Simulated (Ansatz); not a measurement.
The starting structures come from a database of crystals and need not be the phases stable at ambient conditions.

 Where the default PAW files enter, the runs use the earlier of Ansatz's two default sets.

Here is the system:

```yaml
crystal:
  lattice:
    - [3.98748, 0.00000, 0.00000]
    - [0.00000, 3.98748, 0.00000]
    - [0.00000, 0.00000, 5.63256]
  atoms:
    - { symbol: Zn, position: [0.50000, 0.00000, 0.76306] }
    - { symbol: Zn, position: [0.00000, 0.50000, 0.23694] }
    - { symbol: Se, position: [0.00000, 0.00000, 0.50000] }
    - { symbol: S, position: [0.50000, 0.50000, 0.00000] }
```

Space group of this cell: P-4m2. The cell is strained (all lengths scaled by 1.02); by r2SCAN its mean pressure is -3.7 GPa.

Transport runs along the normal of the first two printed cell vectors, the (001) plane of the conventional cell.

No gap correction and no spin-orbit coupling; mid-gap values are interpolated between computed energies.

Problem. Estimate the band gap and the smallest decay constant κ at mid-gap that r2SCAN in Ansatz (an electronic-structure program) returns for this system.

Solution. Gap 1.92 eV on a 8×8×6 mesh; κ = 0.140 1/Å, at the zone centre.
